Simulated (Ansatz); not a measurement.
# Pressure series in CuI

The reference is CuI in the wurtzite structure (space group P6_3mc, No. 186; a = 4.1870 Å, c = 6.8978 Å).

Cell and atoms are relaxed at each pressure.

Levels (all Ansatz, a quantum-chemistry and plane-wave program, PAW): PBEsol (420 eV, scalar-relativistic without spin-orbit coupling); HSE06 (420 eV, no SOC).

Band gaps by level, all at the geometries relaxed with PBEsol:

| case | PBEsol | HSE06 |
|---|---|---|
| base | 1.22 eV | 2.81 eV |
| pressure 0.3 GPa | 1.24 eV | 2.82 eV |
| pressure 0.7 GPa | 1.26 eV | 2.84 eV |
| pressure 1.5 GPa | 1.30 eV | 2.87 eV |
| pressure 3 GPa | 1.38 eV | 2.93 eV |
| pressure 5 GPa | 1.47 eV | 3.01 eV |
| pressure 7.5 GPa | 1.57 eV | 3.09 eV |
| pressure 10 GPa | 1.65 eV | 3.15 eV |

Single points use the geometry relaxed with PBEsol. With I present, leaving out spin-orbit coupling can change the band edges. Load acts through the strain it causes; cell and atoms are relaxed under it. Stability against distortions was not tested. Tetrahedral semiconductors of this kind turn to denser phases somewhere between about 1 and 50 GPa; those were not computed, so compressed cells here can lie past the real transition. All final runs are without spin polarisation. This is not the structure that CuI has at room temperature and ambient pressure.
